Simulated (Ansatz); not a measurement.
Take CdS in the zinc blende structure (space group F-43m, No. 216; a = 5.927 Å) as the base.

Modification: a hydrostatic pressure of 50 GPa.

Levels (all Ansatz, a first-principles code, PAW): PBE (420 eV, no spin-orbit coupling); r2SCAN (500 eV, spin-orbit coupling left out).

The geometry is relaxed with PBE.

| Item | Value |
|---|---|
| PBE lowest conduction level above the VBM at special points | Γ 1.71 eV; X 2.79 eV; L 3.22 eV; K 3.74 eV |
| PBE electron mass | 0.17 mₑ (at Γ) |
| PBE pressure | 50.00 GPa |
| PBE hole mass | 0.18, 0.49, 0.49 mₑ (at Γ) |

Q: Predict the lowest conduction level above the VBM at special points, electron mass, pressure and hole mass from r2SCAN.

A: The lowest conduction level above the VBM at special points becomes Γ 2.20 eV; X 3.12 eV; L 3.69 eV; K 4.09 eV (PBE: Γ 1.71 eV; X 2.79 eV; L 3.22 eV; K 3.74 eV); the electron mass changes from 0.17 mₑ (at Γ) to 0.19 mₑ (at Γ); the pressure shrinks by 0.82 GPa, from 50.00 GPa to 49.18 GPa; the hole mass (degenerate bands, along [100]) becomes 0.21, 0.48, 0.48 mₑ (at Γ) (PBE: 0.18, 0.49, 0.49 mₑ (at Γ)).

Single points use the geometry relaxed with PBE. Their cutoffs differ, which shifts pressures a little. The levels and masses belong to the bands next to the band gap. Load acts through the strain it causes; cell and atoms are relaxed under it. Effective masses come from finite differences of ±0.01 Å⁻¹. Whether these cells are dynamically stable was not tested. Tetrahedral semiconductors of this kind turn to denser phases somewhere between about 1 and 50 GPa; those were not computed, so compressed cells here can lie past the real transition.
